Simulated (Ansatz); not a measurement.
The parent structure is AgCl in the rock salt structure (space group Fm-3m, No. 225; a = 5.447 Å).

Computed with Ansatz (a program for electronic structure) PBEsol, no spin-orbit coupling.

Before the change:

| Property | Result |
|---|---|
| Volume per atom | 20.21 Å³ |
| Smallest direct gap | 3.03 eV |
| Band gap | 0.72 eV |
| Width of the top valence band | 2.56 eV |
| Gap character | indirect, L → Γ |

The change: a hydrostatic pressure of 15 GPa.

### Question
What does the calculation give for the volume per atom after the change?

### Answer
The volume per atom drops by 3.152 Å³ to 17.05 Å³.

### Question
Predict the new smallest direct gap.

### Answer
The smallest direct gap grows by 0.26 eV, from 3.03 eV to 3.29 eV.

### Question
Estimate the effect on the band gap.

### Answer
The band gap rises by 0.083 eV, from 0.72 eV to 0.81 eV.

### Question
Estimate the effect on the width of the top valence band.

### Answer
The width of the top valence band rises by 0.77 eV (2.56 eV → 3.33 eV).

### Question
What happens to the gap character?

### Answer
The gap character is still indirect, L → Γ.

Load acts through the strain it causes; cell and atoms are relaxed under it. Stability against distortions was not tested. Competing high-pressure phases were not computed.
